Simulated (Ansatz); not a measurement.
We consider cubic perovskite RbCdF3, described by LDA (Ansatz, a program for electronic structure, plane waves, PAW).

Settings: plane-wave cutoff 520 eV, 8×8×8 k mesh, Fermi–Dirac smearing 0.01 eV, scalar-relativistic PAW data made under PBE.

Cell (relaxed at this level):

```xyz
5
Lattice="4.3281 0.0000 0.0000 0.0000 4.3281 0.0000 0.0000 0.0000 4.3281" Properties=species:S:1:pos:R:3 pbc="T T T"
Rb     0.0000     0.0000     0.0000
Cd     2.1640     2.1640     2.1640
F      2.1640     0.0000     2.1640
F      0.0000     2.1640     2.1640
F      2.1640     2.1640     0.0000
```

**Question.** Give the computed bulk modulus B0, band gap, smallest direct gap on the k points sampled and pressure derivative B′ of the bulk modulus.

**Answer.** 
bulk modulus B0: 75.2 GPa
band gap: 2.96 eV
smallest direct gap on the k points sampled: 4.91 eV
pressure derivative B′ of the bulk modulus: 4.9

Note: the relaxation could not lower the start's symmetry, so the cell can be a saddle point above a distorted one.

Spin–orbit coupling is not included.

Computed values are for the static lattice.
